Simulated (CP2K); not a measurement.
Band structure of ZnS (P6_3mc, 4 atoms in the cell).

```
CELL_PARAMETERS angstrom
      3.80580     0.00000     0.00000
     -1.90290     3.29592     0.00000
      0.00000     0.00000     6.23798
ATOMIC_POSITIONS crystal
  Zn 0.33333 0.66667 0.00014
  Zn 0.66667 0.33333 0.50014
  S  0.33333 0.66667 0.37486
  S  0.66667 0.33333 0.87486
```

Method of the run: PBE, GPW, DZVP-MOLOPT-PBE-GTH basis, GTH-PBE potentials (POTENTIAL_UZH) (CP2K).

Settings: CUTOFF = 600 Ry; REL_CUTOFF = 50 Ry; SMEAR/METHOD = FERMI_DIRAC; ELECTRONIC_TEMPERATURE = 580.23 K; KPOINTS/SCHEME = MONKHORST-PACK 8 8 5; GAMMA_CENTERED = T; XC_FUNCTIONAL = PBE; Zn/BASIS_SET = DZVP-MOLOPT-PBE-GTH-q12; Zn/POTENTIAL = GTH-PBE-q12; S/BASIS_SET = DZVP-MOLOPT-PBE-GTH-q6; S/POTENTIAL = GTH-PBE-q6; METHOD = GPW; EPS_DEFAULT = 1e-11; EXTRAPOLATION = USE_GUESS.

The starting cell comes from a database of computed structures (which also holds hypothetical and non-ambient phases and stackings), without a prior relaxation at this level. Values carry the incompleteness of an atom-centred basis.

Predict the gap along the standard path and the places of the band edges.

The gap along the path is 2.18 eV, direct at Γ to within 0.01 eV.

Levels in eV from the top of the valence band on the SCF mesh, bands 15 to 19:
```
point     15     16     17     18    19
-----  -----  -----  -----  -----  ----
Γ      -0.91  -0.08   0.00   0.00  2.18
M      -3.31  -2.27  -1.71  -0.90  3.82
K      -3.90  -2.35  -2.35  -2.12  4.33
A      -0.48  -0.48  -0.48  -0.48  3.57
L      -1.65  -1.65  -1.64  -1.64  3.60
H      -3.09  -3.09  -1.37  -1.37  4.62
```

Higher empty bands are left out: an atom-centred basis made for the valence describes them poorly.
